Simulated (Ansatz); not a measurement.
## Response to strain in CdS

The parent structure is CdS in the zinc blende structure (space group F-43m, No. 216; a = 5.9267 Å).

Strains are applied to the cell and any free atomic positions relax.

Method: Kohn–Sham DFT with the PBE functional, run in Ansatz (an electronic-structure program) with PAW and 420 eV plane waves, spin-orbit coupling left out.

Notes on the quantities. energy relative to the base: free energy F; hole mass: degenerate bands, along [100].

```json
[
 {"variant": "base", "band gap": "1.04 eV", "energy relative to the base": "0 meV/atom", "electron mass": "0.12 mₑ (at Γ)", "hole mass": "0.13, 0.82, 0.82 mₑ (at Γ)", "width of the top valence band": "2.02 eV"},
 {"variant": "isotropic strain −2.50 %", "band gap": "1.21 eV", "energy relative to the base": "+27 meV/atom", "electron mass": "0.13 mₑ (at Γ)", "hole mass": "0.14, 0.74, 0.74 mₑ (at Γ)", "width of the top valence band": "2.28 eV"},
 {"variant": "isotropic strain −2.00 %", "band gap": "1.17 eV", "energy relative to the base": "+17 meV/atom", "electron mass": "0.13 mₑ (at Γ)", "hole mass": "0.14, 0.76, 0.76 mₑ (at Γ)", "width of the top valence band": "2.23 eV"},
 {"variant": "isotropic strain −1.00 %", "band gap": "1.11 eV", "energy relative to the base": "+4.0 meV/atom", "electron mass": "0.12 mₑ (at Γ)", "hole mass": "0.13, 0.79, 0.79 mₑ (at Γ)", "width of the top valence band": "2.12 eV"},
 {"variant": "isotropic strain −0.50 %", "band gap": "1.07 eV", "energy relative to the base": "+1.0 meV/atom", "electron mass": "0.12 mₑ (at Γ)", "hole mass": "0.13, 0.81, 0.81 mₑ (at Γ)", "width of the top valence band": "2.07 eV"},
 {"variant": "isotropic strain +1.00 %", "band gap": "0.98 eV", "energy relative to the base": "+3.8 meV/atom", "electron mass": "0.11 mₑ (at Γ)", "hole mass": "0.12, 0.86, 0.86 mₑ (at Γ)", "width of the top valence band": "1.92 eV"},
 {"variant": "isotropic strain +1.50 %", "band gap": "0.94 eV", "energy relative to the base": "+8.3 meV/atom", "electron mass": "0.11 mₑ (at Γ)", "hole mass": "0.12, 0.88, 0.88 mₑ (at Γ)", "width of the top valence band": "1.88 eV"},
 {"variant": "isotropic strain +2.00 %", "band gap": "0.91 eV", "energy relative to the base": "+15 meV/atom", "electron mass": "0.11 mₑ (at Γ)", "hole mass": "0.11, 0.90, 0.90 mₑ (at Γ)", "width of the top valence band": "1.83 eV"},
 {"variant": "isotropic strain +2.50 %", "band gap": "0.87 eV", "energy relative to the base": "+22 meV/atom", "electron mass": "0.11 mₑ (at Γ)", "hole mass": "0.11, 0.92, 0.92 mₑ (at Γ)", "width of the top valence band": "1.77 eV"},
 {"variant": "isotropic strain +3.00 %", "band gap": "0.84 eV", "energy relative to the base": "+32 meV/atom", "electron mass": "0.10 mₑ (at Γ)", "hole mass": "0.11, 0.94, 0.94 mₑ (at Γ)", "width of the top valence band": "1.72 eV"}
]
```

Effective masses come from finite differences of ±0.01 Å⁻¹. Stability against distortions was not tested.
